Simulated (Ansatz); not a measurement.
# Amorphous Si$_{16}$O$_{24}$C$_{16}$H$_{40}$

The cell was made by melting and quenching with the CHGNet potential and then relaxed with DFT. O atoms were pushed apart under 1.9 Å during the dynamics, to hinder bonds among them. The hot cell started wider than the set density and was brought back towards it in steps. It is the lowest in DFT energy of 2 quenches. It is a model cell: composition and starting density were chosen by hand, and all elements were melted together. No dispersion term was used.

Methods: PBE, scalar-relativistic without spin-orbit coupling (Ansatz, a program for electronic structure); r2SCAN, scalar-relativistic without spin-orbit coupling (Ansatz); HSE06, scalar-relativistic without spin-orbit coupling (Ansatz). Geometry, pressure, stress and energy are those of the PBE run. Its sampling: a 2×2×2 Γ-centred mesh; Fermi-Dirac width 0.02 eV; no spin polarisation. Other functionals are single points at the zone centre (r2SCAN at 500 eV; exact exchange cut at the cell's faces), free to take moments where seeds were set. At PBE the levels at the filled edge of the gap are localised (band-tail or defect states), and the nearest spread-out levels lie 3.4 eV apart at the zone centre.

```yaml
number_of_atoms_in_the_cell: 96
Density (held, not predicted): 1.20 g/cm^3
volume_per_atom: 15.36 Å³
Pressure on a 2×2×2 Γ-centred mesh: 0.18 GPa
Largest force and stress component on that mesh (the relaxation ran on the zone centre alone): 0.02 eV/Å and 0.2 GPa
Energy relative to CH4 gas + alpha cristobalite + 6H silicon carbide + graphite (lowest mix at this level among the phases computed, not always the ambient ones): 0.506 eV/atom
Level gap on a 2×2×2 Γ-centred mesh (PBE): 1.70 eV
Level gap at the zone centre (PBE): 1.73 eV
Level gap at the zone centre (r2SCAN): 1.93 eV
Level gap at the zone centre (HSE06): 2.55 eV
```

Cut-offs for bonds: Si-Si 2.60 Å, Si-O 2.04 Å, Si-C 2.19 Å, Si-H 1.72 Å, O-O 1.58 Å, O-C 1.70 Å, O-H 1.22 Å, C-C 1.78 Å, C-H 1.32 Å, H-H 0.90 Å. Two cations that share two anions don't count as bonded, nor two that share one unless they lie closer than Si-Si 2.38 Å, Si-C 2.00 Å, C-C 1.63 Å.

| Property | Result |
|---|---|
| Mean coordination of Si | 3.81 (3 with 3, 13 with 4) |
| Mean coordination of O | 1.92 (3 with 1, 20 with 2, 1 with 3) |
| Mean coordination of C | 3.44 (1 with 2, 7 with 3, 8 with 4) |
| Mean coordination of H | 1.00 (40 with 1) |
| Mean Si-O bond | 1.667 Å (spread 0.055 Å, 27 counted) |
| Mean Si-C bond | 1.899 Å (spread 0.032 Å, 17 counted) |

Its density started from a set value of 1.20 g/cm³. The simulated quench (nominally 500 K/ps over its main leg) is rapid and tends to freeze in more defects than a deposited or slowly cooled glass has. One small periodic cell is one sample of the glass; other quenches scatter about these values. The volume was held where the preparation left it and the shape relaxed, at a PBE pressure of 0.2 GPa. The cell holds free molecules (1 H2).
